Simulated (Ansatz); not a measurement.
System: CsCl-type CoAl. Method: PBEsol (PAW; Ansatz, an electronic-structure program).

Numerical settings: plane-wave cutoff 500 eV, 20×20×20 k mesh, Fermi–Dirac smearing 0.1 eV, no spin polarisation, scalar-relativistic PAW data made under PBE.

Computed at the level's own relaxed cell.

Q: What does this level give for the volume per atom and lattice parameter a?

A: 
- volume per atom = 11.25 Å³/atom
- lattice parameter a = 2.823 Å

Measured, for comparison: equilibrium volume per atom 11.71 Å³/atom, lattice constant a 2.861 Å (room temperature, not corrected to a static lattice; as tabulated in Yamada et al. (2019), arXiv:1910.09660). Computed (rounded) less measured: equilibrium volume per atom -3.9 %, lattice constant a -1.3 %. A static lattice is as a rule a little smaller and stiffer than an uncorrected measurement, which narrows the difference in the lattice constant a and would widen misses of the other sign.

Static lattice: no zero-point or thermal effects.
